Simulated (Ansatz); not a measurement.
Checking a run of Ansatz (a program for electronic structure) on Zr2CoS4 (Cm, 7 atoms in the cell). The aim is a self-consistent single point with DFT, PBEsol, plane waves, PAW files made with PBE.

Cell that was meant: a = 6.8695 Å, b = 6.8695 Å, c = 6.3261 Å, α = 116.96°, β = 116.96°, γ = 30.90°.

Part of the input:

Ansatz 0.2 input:
```yaml
# Zr2CoS4
crystal:
  lattice:
    - [3.503775, -0.968511, 0.000000]
    - [3.503775, 0.968511, 0.000000]
    - [-1.574803, 0.000000, 2.954083]
  atoms:
    - { symbol: Zr, position: [0.499370, 0.499370, 0.492210] }
    - { symbol: Zr, position: [0.997560, 0.997560, 0.005420] }
    - { symbol: Co, position: [0.323080, 0.323080, 0.996670], spin: 3.0 }
    - { symbol: S, position: [0.626540, 0.626540, 0.291240] }
    - { symbol: S, position: [0.125700, 0.125700, 0.786440] }
    - { symbol: S, position: [0.373250, 0.373250, 0.702780] }
    - { symbol: S, position: [0.865010, 0.865010, 0.201890] }
kpoints:
  mp_grid:
    grid: [5, 5, 3]
```

Output (repeated stretches shortened):

```
WARN basis.ecutwfc = 420 eV, the default
WARN ansatz: RAYON_NUM_THREADS=1 ignored (pool sized by the plan → 1); use --threads N
   [... lines left out ...]
PAW frozen core: S, regenerated for the run's functional, and the local potential with it
Initial density: superposition of atomic densities (chi_scale 0.1, normalization cell, long waves kept (reshape's long-wave potential 0.00 eV rms))
Starting moments: Σ|m| = 3 μB on 1 of 7 sites
Initial wavefunctions: pseudopotential atomic-orbital guess
Eigensolver: davidson
Functional: x = pbesol(κ = 0.804, μ = 0.12345679012345678), c = pbesol(β = 0.046)
SCF iter   1: F=—  HF=-16221.163436 eV  |F-HF|=—  |Δ(HF+E_count)|=         —  Δρ=4.94e-1 (↑3.70e-1 ↓4.94e-1)  dr2=1.11e2  dr2_m=1.57e1  M=0.041 μB ∫|m|=0.155 μB  β_m=0.30  ethr=3.10e-3  ⟨swp⟩=20.2  Hψ=18559  notcnv=0  defer=14
Mixer restart at iter 1: flushing history
all-band conjugate gradients solve this SCF's bands
preconditioner: auto → none
   [... lines left out ...]
SCF iter  15: F=—  HF=-16332.533354 eV  |F-HF|=—  |Δ(HF+E_count)|=   1.10e-7  Δρ=1.71e-6 (↑1.21e-6 ↓1.71e-6)  dr2=1.19e-9  dr2_m=1.03e-10  M=-0.000 μB ∫|m|=0.000 μB  β_m=0.56  ethr=3.41e-11  ⟨swp⟩=3.8  Hψ=4443  notcnv=0  defer=123
SCF iter  16: F=-16332.533355 eV  HF=-16332.533355 eV  |F-HF|=4.44e-10  |Δ(HF+E_count)|=   1.17e-8  Δρ=8.48e-7 (↑8.48e-7 ↓6.90e-7)  dr2=4.48e-10  dr2_m=8.20e-12  M=-0.000 μB ∫|m|=0.000 μB  ethr=1.82e-12  ⟨swp⟩=20.4  Hψ=15142  notcnv=0
SCF 1 converged in 16 iterations: F = -16332.533355 eV  dr2 = 4.48e-10
WARN: the starting moments were not kept: the SCF closed with an absolute magnetisation of 1.1e-6 μB, where they sum to 3 μB in size (1 site) …
   [... lines left out ...]
Absolute magnetization: 0.0000 μB (∫|ρ↑−ρ↓|, with the PAW one-centre terms)
Free energy (F): -16332.533355 eV
Fermi energy:    79.134946 eV
   [... lines left out ...]
  atom   7  S   -132.24582800     0.00000000    77.61840579
--- Stress (GPa, compression-positive) ---
     7170.414771      -0.000000    -192.410336
       -0.000000    7952.981212       0.000000
     -192.410333       0.000000    7535.098681
  P = ⅓ Tr σ = 7552.8316 GPa (75528.316 kbar)
  The stress holds the Pulay correction. Without it, at fixed plane waves, as pw.x and ABINIT print it: P = 7534.2116 GPa
```

Question: Can these results be used? Check the input.

Answer: The run is not sound. The fault is this: lattice multiplied by the bohr radius once too often. 1 bohr is 0.529 Å, so a mix-up scales every length by 1.89 or 0.529 and the volume by 6.75 or 0.148. To fix it, give the lengths in the unit that the key or card expects. The run converged in 16 iterations without an error; against the sound input the free energy goes up by 81.0 eV/atom, the pressure goes from -4.06 to 7553 GPa, the largest force goes from 0.226 to 166.4 eV/Å and the size of the net moment goes from 0.13 to 0.00 μB/atom.

An input that runs soundly differs in these lines (not the only fix; some lines may just follow from the change or write a value another way):
```diff
-    - [3.503775, -0.968511, 0.000000]
-    - [3.503775, 0.968511, 0.000000]
-    - [-1.574803, 0.000000, 2.954083]
+    - [6.621175, -1.830220, 0.000000]
+    - [6.621175, 1.830220, 0.000000]
+    - [-2.975947, 0.000000, 5.582408]
```

With that input, the run converged in 14 iterations: free energy E − TS (on the zero of these files) -16899.5668 eV; Fermi level (on the code's own zero) 9.89 eV; pressure -4.06 GPa; largest force (vector length) 0.226 eV/Å; size of the cell's spin moment 0.91 μB (DFT, PBEsol, plane waves, PAW files made with PBE).

On the sound input: the starting cell comes from a database of computed structures (which also holds hypothetical and non-ambient phases and stackings), without a prior relaxation at this level. With one magnetic atom in the cell only a parallel order is possible. With a pressure of about -4 GPa the cell is away from its equilibrium volume at this level. Ansatz's pressure includes its estimate of the finite-basis (Pulay) stress. Without a gap this mesh is coarse (it stands for a supercell whose shortest vector is 18 Å).
